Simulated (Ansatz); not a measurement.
## ZnSiP2: energy against volume

ZnSiP2 (chalcopyrite, I-42d, 18.707 Å³/atom and stress up to 0.01 GPa in the relaxed cell, c along z) under hydrostatic pressure, with the cell free. PBEsol in Ansatz, a plane-wave DFT program (PAW, default set), 420 eV, 9×9×9 Γ-centred mesh, Fermi-Dirac smearing 0.05 eV; ions are relaxed, or left where forces stay under 0.02 eV/Å, within the symmetry of each cell.

Here V stands for volume and E for E less E0.

| volume (Å³/atom) | E less E0 (meV/atom) | pressure (GPa) |
|---|---|---|
| 19.1346 | 2.71 | -1.99 |
| 18.9132 | 0.64 | -0.99 |
| 18.7069 | 0.00 | 0.00 |
| 18.5299 | 0.49 | 0.90 |
| 18.3069 | 2.58 | 2.11 |
| 17.9021 | 10.85 | 4.49 |
| 17.2499 | ? | ? |

Problem. Fit E against V with the third-order Birch-Murnaghan form, a cubic in V^(-2/3), and predict the withheld value at V = 17.2499.

Solution. With u = V^(-2/3) - 0.1426, the rows have u = -0.0028172, -0.0017284, -0.0006946, 0.0002076, 0.0013650, 0.0035271. Least squares gives E = 0.292 + 845.3·u + 606625·u² + 680514·u³. Residuals (row less fit): 0.000, 0.000, 0.003, -0.004, 0.002, 0.000; standard error 0.004 (degrees of freedom: 2). Its minimum lies at u = -0.0006975, so V0 = (0.1419025)^(-3/2) = 18.71. There d²E/du² = 1210000 and d³E/du³ = 4083000, so B0 = (4/9) × 18.71^(-7/3) × 1210000 × 0.160218 = 92.8 GPa (the last factor turns the table's units into GPa), and B0' = 4 + (2/3) × 0.1419025 × (4083000)/1210000 = 4.3. B0' rests on the cubic coefficient alone and has a standard error of 0.1 from these residuals. At the withheld row, u = 0.0071875, so E = 0.292 + 845.3 × 0.0071875 + 606625 × 0.0071875² + 680514 × 0.0071875³ = 37.959 meV/atom. The calculation gives 38.00 meV/atom, 0.041 meV/atom above the prediction (0.1 % of the range of E in the table). The row lies outside the fitted rows, so this is an extrapolation. The scatter of the fitted rows lies at the last printed digit.

Other structures, which can take over under pressure, weren't tried. The same form fitted to the pressure column gives B0' = 4.4; series where the two differ by over 0.4 aren't shown. Rows are the converged runs of the series near zero and its far end, less any whose ions stayed unrelaxed beside relaxed ones; series whose fitted rows scatter by over a few per cent of the range, as at a crossing or softening among them, aren't shown in this form.
